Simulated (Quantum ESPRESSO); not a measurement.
**Parameter sweep on CuWO4 (P2/c, 12 atoms in the cell)**

```cif
data_Cu2O8W2
_chemical_formula_sum 'Cu2 W2 O8'
_space_group_name_H-M_alt 'P 1'
_space_group_IT_number 1
_cell_length_a 4.66350
_cell_length_b 5.76951
_cell_length_c 5.00924
_cell_angle_alpha 90.000
_cell_angle_beta 91.382
_cell_angle_gamma 90.000
loop_
_space_group_symop_operation_xyz
  'x, y, z'
loop_
_atom_site_label
_atom_site_type_symbol
_atom_site_fract_x
_atom_site_fract_y
_atom_site_fract_z
_atom_site_occupancy
Cu1 Cu 0.50000 0.33555 0.25000 1
Cu2 Cu 0.50000 0.66445 0.75000 1
W1 W 0.00000 0.82494 0.25000 1
W2 W 0.00000 0.17506 0.75000 1
O1 O 0.26022 0.62329 0.40728 1
O2 O 0.73978 0.37671 0.59272 1
O3 O 0.73978 0.62329 0.09272 1
O4 O 0.26022 0.37671 0.90728 1
O5 O 0.21933 0.10699 0.43221 1
O6 O 0.78067 0.89301 0.56779 1
O7 O 0.78067 0.10699 0.06779 1
O8 O 0.21933 0.89301 0.93221 1
```
Moments meant for the start (each program seeds them in its own way; μB, in the order of the atoms Cu Cu W W O O O O O O O O): 1.0 1.0 0.0 0.0 0.0 0.0 0.0 0.0 0.0 0.0 0.0 0.0.

Base run A: PBEsol, SSSP 1.1.2 efficiency (PBE) pseudopotentials in Quantum ESPRESSO 7.5, self-consistent single point.

Its settings: ecutwfc = 55 Ry; ecutrho = 440 Ry; occupations = smearing; smearing = mp; degauss = 0.0073499 Ry; nspin = 2; input_dft = pbesol; potentials = {Cu: Cu_pbe_v1.2.uspp.F.UPF, W: W_pbe_v1.2.uspp.F.UPF, O: O.pbe-n-kjpaw_psl.0.1.UPF}; K_POINTS = automatic 4 3 4 0 0 0; conv_thr = 1e-11 Ry; mixing_beta = 0.3.

The starting cell comes from a database of computed structures (which also holds hypothetical and non-ambient phases and stackings), without a prior relaxation at this level. The magnetic order is the one reached from the typed start; others were not searched systematically. In the base run, with a pressure of about -11 GPa the cell is away from its equilibrium volume at this level. Without a gap this mesh is coarse (it stands for a supercell whose shortest vector is 17 Å).

A dash stands where there is no value to compare (another energy zero or no entropy term, no result, no spin, no clean gap, or a mesh too coarse for one). 

| run | change | pressure (GPa) | largest force (eV/Å) | size of the net moment (μB/atom) | dispersion energy (eV/atom) |
|---|---|---|---|---|---|
| A | base | -11.17 | 0.741 | 0.17 | – |
| B | vdw_corr: default → grimme-d3; dftd3_version: default → 3; dftd3_threebody: default → false [PBEsol-D3(0)] | -12.72 | 0.749 | 0.17 | -0.139 |
| C | vdw_corr: default → grimme-d3; dftd3_version: default → 4; dftd3_threebody: default → false [PBEsol-D3(BJ)] | -13.73 | 0.741 | 0.17 | -0.176 |
| D | vdw_corr: default → grimme-d3; dftd3_version: default → 4; dftd3_threebody: default → true [PBEsol-D3(BJ) with three-body term] | -13.32 | 0.741 | 0.17 | -0.162 |

Run B against A: The pressure goes from -11.17 to -12.72 GPa, the largest force hardly changes (0.741 to 0.749 eV/Å) and the size of the net moment stays at 0.17 μB/atom.

Run C against A: The pressure goes from -11.17 to -13.73 GPa, the largest force stays at 0.741 eV/Å and the size of the net moment stays at 0.17 μB/atom.

Run D against A: The pressure goes from -11.17 to -13.32 GPa, the largest force stays at 0.741 eV/Å and the size of the net moment stays at 0.17 μB/atom.
